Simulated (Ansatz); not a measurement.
The cell is built on a prototype and need not be the phase stable at ambient conditions.

Inside the gap of an insulator the Bloch states are evanescent, with a wavenumber k + iκ along the transport direction.

Input:

```
CELL_PARAMETERS angstrom
      3.35930     0.00000     0.00000
      1.67965     2.90924     0.00000
      1.67965     0.96975     8.47149
ATOMIC_POSITIONS crystal
  In 0.00171 0.00171 0.99486
  Ga 0.78777 0.78777 0.63670
  Mg 0.21543 0.21543 0.35370
  O  0.86531 0.86531 0.40408
  O  0.12424 0.12424 0.62728
  O  0.71146 0.71146 0.86561
  O  0.29407 0.29407 0.11778
```

Space group of this cell: R3m. The cell was relaxed by PBE-D3(BJ); by r2SCAN its mean pressure is -3.3 GPa.

Transport runs along the normal of the first two printed cell vectors.

The gap is the functional's own, uncorrected, and κ follows it; spin-orbit coupling is left out. Mid-gap values are interpolated between the computed energies.

Problem. State the band gap and the smallest decay constant κ at mid-gap according to r2SCAN (Ansatz, a first-principles code).

Solution. Gap 2.62 eV on a 10×10×10 mesh; κ = 0.223 1/Å, at the zone centre.
